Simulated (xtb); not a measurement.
xtb 6.7.1, GFN1-xTB: C[SiH]1O[SiH](C)O[SiH](C)[OH+][SiH](C)O1, charge +1, multiplicity 1, 29 atoms. The geometry is a generated start, not checked to be a minimum at this level.

```json
{
 "method": "GFN1-xTB",
 "--acc": "1 (default)",
 "--etemp (K)": "300 (default)",
 "detailed input (--input)": "none: ANC optimiser, Lindh (1995) Hessian, microcycle=20, maxdispl=1.0, hlow=0.01 (default)",
 "basis_functions": "106",
 "valence_electrons": "72"
}
```

```xyz
29

C     -0.7190    -3.2922    -1.2191
Si    -0.2326    -2.3265     0.3250
O     -1.4088    -1.3139     0.7871
Si    -2.2510     0.0325     1.1140
C     -3.6064     0.3283    -0.1642
O     -1.1592     1.2856     0.9902
Si     0.0999     2.2294     0.8088
C      0.1668     3.1323    -0.8412
O      1.5275     1.1621     0.7888
Si     2.0256    -0.1259    -0.3435
C      3.7996    -0.4303     0.2113
O      1.0734    -1.3610    -0.0685
H      0.1099    -3.8889    -1.5870
H     -1.0415    -2.6405    -2.0293
H     -1.5378    -3.9722    -1.0033
H      0.2192    -3.0212     1.5187
H     -2.5675    -0.0091     2.5306
H     -3.2237     0.3281    -1.1832
H     -4.3679    -0.4436    -0.1027
H     -4.0984     1.2822     0.0025
H      0.3875     2.9238     2.0522
H     -0.5262     3.9691    -0.8429
H     -0.1119     2.4869    -1.6717
H      1.1550     3.5349    -1.0456
H      2.0086     1.1246     1.6231
H      1.7427     0.5214    -1.6080
H      4.3090    -1.0800    -0.4926
H      4.3792     0.4875     0.2691
H      3.8482    -0.9234     1.1816
```

Charge 1 and multiplicity 1 are set for this test and not shown to be the ground state.

The structure is relaxed from this start with --opt LEVEL for the levels crude, sloppy, loose, lax, normal, tight, vtight, extreme, once each. Up to the end of the extreme run atoms move by at most 1.7 Å along an axis.

Problem. Choose the cheapest level whose final energy lies within 5 meV of that of extreme.

Solution. lax: 40 cycles against 77, ending 2.8 meV above.

| level | cycles | energy above the extreme run (meV) | gradient norm (eV/Å) |
|---|---|---|---|
| crude | 4 | 70 | 0.25 |
| sloppy | 8 | 55 | 0.19 |
| loose | 16 | 37 | 0.17 |
| lax | 40 | 2.8 | 0.092 |
| normal | 47 | 0.34 | 0.024 |
| tight | 50 | 0.22 | 0.011 |
| vtight | 68 | under 0.01 | 0.0035 |
| extreme | 77 | — | 0.0024 |
